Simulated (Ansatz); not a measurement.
Start from BN in the zinc blende structure (space group F-43m, No. 216; a = 3.6247 Å).

The values are results of Kohn–Sham DFT with the PBE functional, run in Ansatz (a program for electronic structure) with PAW and 420 eV plane waves, no spin-orbit coupling, not measurements.

Base values:

The shortest interatomic distance is 1.570 Å and the electron mass is 0.91 mₑ along k, 0.30 mₑ across (at X).

The change: cell and atoms relaxed at a pressure of 15 GPa.

What happens to the shortest interatomic distance?

The shortest interatomic distance shrinks by 0.020 Å to 1.550 Å.

How does this affect the electron mass?

The electron mass becomes 0.90 mₑ along k, 0.30 mₑ across (at X) (base: 0.91 mₑ along k, 0.30 mₑ across (at X)).

What happens to the mean gap deformation potential ΔEg/Δln V?

The mean gap deformation potential ΔEg/Δln V amounts to -1.0 eV.

Load acts through the strain it causes; cell and atoms are relaxed under it. Masses are band curvatures over ±0.01 Å⁻¹ around the edge. Along k means along the line from Γ to the band edge. No phonon test of stability was made. No other phases were tried under pressure.
